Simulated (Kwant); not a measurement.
Model: Hückel tight-binding model, one pz orbital an atom, one spin, coherent transport at 0 K (Kwant). Conductance is in e²/h.

System: π system c1ccc2c(c1)oc1ccccc12 between two chain leads. The π system is taken as planar. Atoms are numbered from 0 in the order of the SMILES. Site energies (eV, carbon 0): [0.0, 0.0, 0.0, 0.0, 0.0, 0.0, -4.8, 0.0, 0.0, 0.0, 0.0, 0.0, 0.0]. Bonds (i, j, β in eV): (0,1,-2.4) (1,2,-2.4) (2,3,-2.4) (3,4,-2.4) (4,5,-2.4) (4,6,-1.92) (6,7,-1.92) (7,8,-2.4) (8,9,-2.4) (9,10,-2.4) (10,11,-2.4) (11,12,-2.4) (5,0,-2.4) (12,7,-2.4) (12,3,-2.4). Leads: chains of hopping −3.6 eV, joined by −0.48 eV to atoms 0 and 11.

Site energies and bond integrals are typed Hückel values.

Sweep values stay those of the base run.

One input was changed, with this effect: transmission at E = 0 0.00015 → 8.5e-7.

Which change was it?
A. contacts moved from atoms [0, 11] to [1, 10]
B. contacts moved from atoms [0, 11] to [0, 1]
C. contacts moved from atoms [0, 11] to [2, 11]
D. contacts moved from atoms [0, 11] to [1, 11]
E. contacts moved from atoms [0, 11] to [0, 2]
F. contacts moved from atoms [0, 11] to [0, 10]

E, contacts moved from atoms [0, 11] to [0, 2]
